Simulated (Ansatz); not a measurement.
Structures of equal composition on the (111) surface of fcc Al: a layer of Zr in place of the second plane; a layer of Zr in place of the third plane. The slabs share one bottom face, and each structure is named by its start. These are constructed structures in small cells; real faces may alloy, dewet or reconstruct in larger ones, and not all known structures of the face are among them. Slabs of about 12 Å, Fermi-Dirac smearing of 0.1 eV. Bottom of the slabs: a bare face, its two planes held. Relaxed from the named starts with such symmetry as they have, on meshes of like density; energies extrapolated to zero smearing; spin only where a row says so; no spin-orbit coupling, no U. Brackets mark spin-polarised runs, whose order is one that fits the cell.

Calculation: PBE (plane waves to 420 eV, PAW; Ansatz, a program for electronic structure).

Question: Order them by energy per 1x1 cell (lowest first) at the level PBE.

Answer: a layer of Zr in place of the third plane (0.000 eV), a layer of Zr in place of the second plane (0.128 eV)
